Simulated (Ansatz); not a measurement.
Ansatz (a quantum-chemistry and plane-wave program) run on CaAlSiH (P3m1, 4 atoms in the cell): self-consistent single point.

Computed with LDA (PW92), default PAW files made with PBE (plane waves; Ansatz).

The change in words: 1 x 1 x 1 supercell, one Ca atom moved by 0.02 angstrom along z. Reference geometry:
```yaml
crystal:
  lattice:
    - [4.13085, 0.00000, 0.00000]
    - [-2.06542, 3.57742, 0.00000]
    - [0.00000, 0.00000, 4.68414]
  atoms:
    - { symbol: Ca, position: [0.00000, 0.00000, 0.99992] }
    - { symbol: Al, position: [0.66667, 0.33333, 0.45711] }
    - { symbol: Si, position: [0.33333, 0.66667, 0.56589] }
    - { symbol: H, position: [0.66667, 0.33333, 0.08378] }
```

Reference input (self-consistent single point, DFT, LDA (PW92), plane waves, default PAW files made with PBE): basis.ecutwfc = 420 eV; kpoints.mp_grid.grid = 7 7 5; hamiltonian.xc = lda; hamiltonian.pseudopotentials = {kind: paw} (the program's default PAW files); scf.occupations.method = fermi_dirac; scf.occupations.width = 0.01 eV. This run's input differs from it in these lines:

```diff
@@ -7,3 +7,3 @@
   atoms:
-    - { symbol: Ca, position: [0.000000, 0.000000, 0.999920] }
+    - { symbol: Ca, position: [0.000000, 0.000000, 1.004190] }
     - { symbol: Al, position: [0.666667, 0.333333, 0.457110] }
```

Output, abridged:

```
SCF iter   1: F=—  HF=-2911.531471 eV  |F-HF|=—  |Δ(HF+E_count)|=         —  Δρ=6.73e-3  dr2=2.47e-2  ethr=1.77e-3  ⟨swp⟩=7.7  Hψ=3115  notcnv=0
all-band conjugate gradients solve this SCF's bands
preconditioner: auto → none
SCF iter   2: F=—  HF=-2911.524509 eV  |F-HF|=—  |Δ(HF+E_count)|=   6.96e-3  Δρ=2.59e-3  dr2=3.23e-3  ethr=1.37e-4  ⟨swp⟩=2.5  Hψ=897  notcnv=0
SCF iter   3: F=—  HF=-2911.523925 eV  |F-HF|=—  |Δ(HF+E_count)|=   5.85e-4  Δρ=5.07e-4  dr2=2.52e-4  ethr=1.79e-5  ⟨swp⟩=2.0  Hψ=668  notcnv=0
SCF iter   4: F=—  HF=-2911.523858 eV  |F-HF|=—  |Δ(HF+E_count)|=   6.67e-5  Δρ=1.92e-4  dr2=3.26e-5  ethr=1.40e-6  ⟨swp⟩=2.2  Hψ=720  notcnv=0
SCF iter   5: F=—  HF=-2911.523848 eV  |F-HF|=—  |Δ(HF+E_count)|=   9.65e-6  Δρ=4.71e-5  dr2=1.81e-6  ethr=1.81e-7  ⟨swp⟩=2.3  Hψ=547  notcnv=0
SCF iter   6: F=-2911.523848 eV  HF=-2911.523848 eV  |F-HF|=3.45e-8  |Δ(HF+E_count)|=   3.41e-7  Δρ=8.50e-6  dr2=6.50e-8  ethr=5.56e-10  ⟨swp⟩=3.6  Hψ=1741  notcnv=0
SCF 1 converged in 6 iterations: F = -2911.523848 eV  dr2 = 6.50e-8
Free energy (F): -2911.523848 eV
Internal energy: -2911.523848 eV  (E = F + TS)
E sigma→0 (E₀):  -2911.523848 eV
Fermi energy:    6.804556 eV
--- Forces (eV/Å), atoms counted from 1 ---
  atom   1  Ca    -0.00000000     0.00000000    -0.06384755
  atom   2  Al     0.00000000     0.00000000     0.09215374
  atom   3  Si     0.00000000    -0.00000000     0.03671186
  atom   4  H     -0.00000000    -0.00000000    -0.06504372
--- Stress (GPa, compression-positive) ---
       -3.211553       0.000000       0.000000
        0.000000      -3.211553       0.000000
        0.000000       0.000000      -3.066949
  P = ⅓ Tr σ = -3.1634 GPa (-31.634 kbar)
  The stress holds the Pulay correction. Without it, at fixed plane waves, as pw.x and ABINIT print it: P = -3.2153 GPa
```

The run converged in 6 iterations. Against the reference run the free energy is nearly the same (within 1 meV/atom), the pressure hardly changes (-3.14 to -3.16 GPa), the largest force goes from 0.067 to 0.092 eV/Å and the gap on the mesh goes from 0.424 to 0.452 eV.

The starting cell comes from a database of computed structures (which also holds hypothetical and non-ambient phases and stackings), without a prior relaxation at this level. Its lattice was rescaled by up to half a per cent. For this run, on top of that: 1 x 1 x 1 supercell, one Ca atom moved by 0.02 angstrom along z. With a pressure of about -3 GPa the cell is away from its equilibrium volume at this level. Ansatz's pressure includes its estimate of the finite-basis (Pulay) stress.

Keys are those of Ansatz 0.2.
